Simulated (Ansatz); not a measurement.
# Evanescent states of NaCl (Fm-3m, rock salt, 2 atoms a cell, 21.8 Å³ an atom) along the normal of (001)

These are r2SCAN (plane waves, PAW; Ansatz, a program for electronic structure) values and carry that method's errors.

The gap is the functional's own. No spin-orbit coupling. Mid-gap values are those at the computed energy nearest the middle.

Energies count from the valence-band top; κ is the least over a 8×8 mesh across the current.

| E (eV) | κ (1/Å) | where |
|---|---|---|
| 0.14 | 0.150 | Γ |
| 0.42 | 0.247 | Γ |
| 0.70 | 0.304 | Γ |
| 0.98 | 0.343 | Γ |
| 1.26 | 0.371 | Γ |
| 1.54 | (withheld) | Γ |
| 1.82 | (withheld) | Γ |
| 2.10 | (withheld) | Γ |
| 2.38 | (withheld) | Γ |
| 2.66 | (withheld) | Γ |
| 2.94 | (withheld) | Γ |
| 3.22 | (withheld) | Γ |
| 3.50 | (withheld) | Γ |
| 3.78 | (withheld) | Γ |
| 4.06 | (withheld) | Γ |
| 4.34 | (withheld) | Γ |
| 4.62 | 0.341 | Γ |
| 4.90 | 0.313 | Γ |
| 5.18 | 0.277 | Γ |
| 5.46 | 0.231 | Γ |
| 5.74 | 0.167 | Γ |

**Question.** What belongs in the gaps?

**Answer.** 
- 1.54, κ (1/Å): 0.391
- 1.82, κ (1/Å): 0.406
- 2.10, κ (1/Å): 0.416
- 2.38, κ (1/Å): 0.421
- 2.66, κ (1/Å): 0.423
- 2.94, κ (1/Å): 0.421
- 3.22, κ (1/Å): 0.417
- 3.50, κ (1/Å): 0.409
- 3.78, κ (1/Å): 0.397
- 4.06, κ (1/Å): 0.383
- 4.34, κ (1/Å): 0.364
